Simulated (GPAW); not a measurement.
Band structure of Cu2O (Pn-3m, 6 atoms in the cell).

```yaml
crystal:
  lattice:
    - [4.22717, 0.00000, 0.00000]
    - [0.00000, 4.22717, 0.00000]
    - [0.00000, 0.00000, 4.22717]
  atoms:
    - { symbol: Cu, position: [0.25000, 0.25000, 0.75000] }
    - { symbol: Cu, position: [0.25000, 0.75000, 0.25000] }
    - { symbol: Cu, position: [0.75000, 0.75000, 0.75000] }
    - { symbol: Cu, position: [0.75000, 0.25000, 0.25000] }
    - { symbol: O, position: [0.50000, 0.50000, 0.50000] }
    - { symbol: O, position: [0.00000, 0.00000, 0.00000] }
```

Method: LDA (Perdew-Wang 92), GPAW PAW datasets LDA (gpaw-data 1.0.1) (plane waves; GPAW 25.7.0).

Settings: mode = pw; ecut = 950 eV; xc = LDA; kpts = 5 5 5; mesh shift (steps) = 0 0 0; occupations.name = fermi-dirac; occupations.width = 0 eV; nbands = -8; convergence.bands = -6; symmetry.symmorphic = false; symmetry.tolerance = 0.0005; maxiter = 150; bandpath_npoints = 40.

The starting cell comes from a database of computed structures (which also holds hypothetical and non-ambient phases and stackings), without a prior relaxation at this level. Its lattice was rescaled by a random factor within 2.5 % of one.

**Question.** Predict the gap along the standard path and the places of the band edges.

**Answer.** The gap along the path is 0.60 eV, direct at Γ to within 0.01 eV.

Levels in eV from the top of the valence band on the SCF mesh, bands 25 to 32:
```
point     25     26     27     28    29    30    31    32
-----  -----  -----  -----  -----  ----  ----  ----  ----
Γ      -1.62   0.00   0.00   0.00  0.60  1.15  1.15  8.02
X      -1.23  -1.23  -0.42  -0.42  2.33  2.33  4.22  4.22
M      -1.25  -1.25  -0.69  -0.69  1.92  1.92  3.91  3.91
R      -1.04  -0.59  -0.59  -0.59  2.42  2.42  2.42  4.95
```
